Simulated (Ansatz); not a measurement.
# A computed series for La2O3: pressure series

The parent structure is La2O3 (space group P-3m1, No. 164).

```
La2O3
1.0
    3.93519     0.00000     0.00000
   -1.96759     3.40797     0.00000
    0.00000     0.00000     6.12567
La O
2 3
Direct
  0.33333   0.66667   0.24612
  0.66667   0.33333   0.75388
  0.00000   0.00000   0.00000
  0.33333   0.66667   0.64612
  0.66667   0.33333   0.35388
```

Cell and atoms are relaxed at each pressure.

Calculations: r2SCAN/PAW in Ansatz (a first-principles code), no spin-orbit coupling, earlier PAW set.

Candidates:
(a) pressure 30 GPa
(b) pressure 22.5 GPa
(c) pressure 15 GPa

For the base:

The band gap is 4.23 eV.

**Question.** Order them by band gap, lowest first.

**Answer.** (a) pressure 30 GPa (4.08 eV), (b) pressure 22.5 GPa (4.11 eV), (c) pressure 15 GPa (4.17 eV)

Load acts through the strain it causes; cell and atoms are relaxed under it. Stability against distortions was not tested. No other phases were tried under pressure.
